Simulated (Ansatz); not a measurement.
# Amorphous Si30N41Sc

It comes from a melt-quench run on a machine-learned potential (CHGNet), relaxed afterwards by DFT. N atoms were pushed apart under 1.9 Å during the dynamics, to hinder bonds among them. The hot cell started wider than the set density and was brought back towards it in steps. It is the lowest in DFT energy of 2 quenches. It is a model cell: composition and starting density were chosen by hand, and all elements were melted together. No dispersion term was used.

Methods: PBE, scalar-relativistic without spin-orbit coupling (Ansatz, a program for electronic structure); r2SCAN, scalar-relativistic without spin-orbit coupling (Ansatz); HSE06, scalar-relativistic without spin-orbit coupling (Ansatz). Geometry, pressure, stress and energy are those of the PBE run. Its sampling: a 2×2×2 Γ-centred mesh; Fermi-Dirac width 0.02 eV; no spin polarisation. Other functionals are single points at the zone centre (r2SCAN at 500 eV; exact exchange cut at the cell's faces), free to take moments where seeds were set. At PBE the levels at both edges of the gap are localised (band-tail or defect states), and the nearest spread-out levels lie 3.2 eV apart at the zone centre.

The number of atoms in the cell comes out as 72. The density (volume relaxed, without dispersion) is 2.97 g/cm³. The volume per atom is 11.33 Å³. The pressure on a 2×2×2 Γ-centred mesh comes out as 0.01 GPa and the largest force and stress component on that mesh (the relaxation ran on the zone centre alone) comes out as 0.14 eV/Å and 0.1 GPa. The gap between localised states on a 2×2×2 Γ-centred mesh (PBE) is 0.83 eV, the gap between localised states at the zone centre (PBE) is 0.84 eV and the gap between localised states at the zone centre (r2SCAN) comes out as 1.08 eV. The gap between localised states at the zone centre (HSE06) comes out as 1.92 eV.

Neighbours within Si-Si 2.60 Å, Si-N 2.12 Å, Si-Sc 2.93 Å, N-N 1.70 Å, N-Sc 2.65 Å, Sc-Sc 3.41 Å count as bonded. Two cations that share two anions don't count as bonded, nor two that share one unless they lie closer than Si-Si 2.38 Å, Si-Sc 2.85 Å, Sc-Sc 3.32 Å.

The mean coordination of Si by anions comes out as 3.97 (1 with 3, 29 with 4) and the mean coordination of N is 3.00 (3 with 2, 35 with 3, 3 with 4). The mean coordination of Sc by anions is 4.00 (1 with 4), the mean Si-N bond is 1.760 Å (spread 0.058 Å, 119 counted) and the mean N-Sc bond is 2.298 Å (spread 0.262 Å, 4 counted).

Its density started from a set value of 2.98 g/cm³. The quench (nominally 380 K/ps over its main leg) was far faster than any real one, so the model tends to hold more defects than a real film. Values belong to this one cell and scatter from quench to quench. Volume and shape were free in the relaxation. On a 2×2×2 Γ-centred mesh force components of up to 0.14 eV/Å stay, since the relaxation ran on the zone centre alone.
